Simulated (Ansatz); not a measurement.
The cell is made up: elements placed on another compound's structure type, so the phase may be hypothetical.

Inside the gap of an insulator the Bloch states are evanescent, with a wavenumber k + iκ along the transport direction.

Input:

```
CELL_PARAMETERS angstrom
      3.28261     0.00000     0.00000
      0.00000     7.77687     0.00000
      0.00000     3.88844     3.88844
ATOMIC_POSITIONS crystal
  Mg 0.00000 0.67962 0.00000
  Mg 0.00000 0.32038 0.00000
  Mg 0.50000 0.17962 0.64076
  Mg 0.50000 0.82038 0.35924
  O  0.00000 0.68408 0.63184
  O  0.00000 0.31592 0.36816
  O  0.50000 0.81592 0.00000
  O  0.50000 0.18408 0.00000
```

Space group of this cell: P4_2/mnm. The cell was relaxed by PBE-D3(BJ); by r2SCAN its mean pressure is -0.7 GPa.

Transport runs along the normal of the first two printed cell vectors.

No gap correction and no spin-orbit coupling; mid-gap values are interpolated between computed energies.

Problem. Give the band gap and the smallest decay constant κ at mid-gap that r2SCAN in Ansatz (a first-principles code) yields.

Solution. Gap 4.13 eV on a 10×8×8 mesh; κ = 0.326 1/Å, at the zone centre.
